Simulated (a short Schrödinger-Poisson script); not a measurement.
Stack: gated In0.52Al0.48As/In0.53Ga0.47As modulation-doped gas in a quantum well, at 77 K.

| layer | material | thickness (nm) | Nd (cm⁻³) | Na (cm⁻³) |
|---|---|---|---|---|
| 1 | In0.52Al0.48As | 15 | - | - |
| 2 | In0.52Al0.48As | 20 | 2.4e18 | - |
| 3 | In0.52Al0.48As | 40 | - | - |
| 4 | In0.53Ga0.47As | 6 | - | - |
| 5 | In0.52Al0.48As | 4000 | - | 6e14 |

The device is made up for the run: typed textbook-type constants, with dimensions and the other settings drawn at random. In0.52Al0.48As: permittivity 12.5, conduction-band edge (eV) 0.52, gap (eV) 1.45, electron mass (mₑ) 0.075, Nv at 300 K (cm⁻³) 1.1e19. In0.53Ga0.47As: permittivity 13.9, conduction-band edge (eV) 0, gap (eV) 0.74, Nv at 300 K (cm⁻³) 7.7e18.

Channel valleys (confinement mass, in-plane density-of-states mass, number): Γ 0.041, 0.041, 1. At the gate the conduction-band edge of layer 1 lies 0.65 eV − eVg above the Fermi level of the channel; the field vanishes at the back. Donor level 0.02 eV below the band edge. The barrier under the gate holds no holes. Gaps are held at their typed values at every temperature. Mesh 0.08 nm at interfaces.

From a short Schrödinger-Poisson script (our own, NumPy): 1D Poisson equation in equilibrium, electrons quantum, Hartree (BenDaniel-Duke, 40 states a valley, the channel's in-plane mass for all, wave functions free to enter the barrier), parabolic valleys, classical holes, donors ionised by Fermi statistics, acceptors fully, no traps, pinning or gate leakage.

The same stack at other levels of the model or other numerical settings:

```tsv
run	sheet density of all electrons at Vg = 0.4 V (cm⁻²)	sheet density of all electrons at Vg = -1.1 V (cm⁻²)	capacitance at Vg = 0.4 V (μF/cm²)	centroid of the channel electrons at Vg = 0.4 V (nm)	rough cost against the base
base	5.01e11	2.62e11	0.585	2.93	about 1
electrons treated as classical, Boltzmann	6.89e11	3.55e11	0.585	1.58	0.02
electrons treated as classical, Fermi-Dirac	5.79e11	3.16e11	0.585	2.77	0.1
electrons treated as quantum, Hartree plus LDA exchange-correlation	5.19e11	2.70e11	0.585	2.93	2
mesh six times as coarse	4.99e11	2.60e11	0.585	2.93	0.2
one subband a valley	4.97e11	2.62e11	0.585	2.93	0.2
```

The classical rows ignore confinement, and Boltzmann statistics overrate the density once the band edge passes the Fermi level.
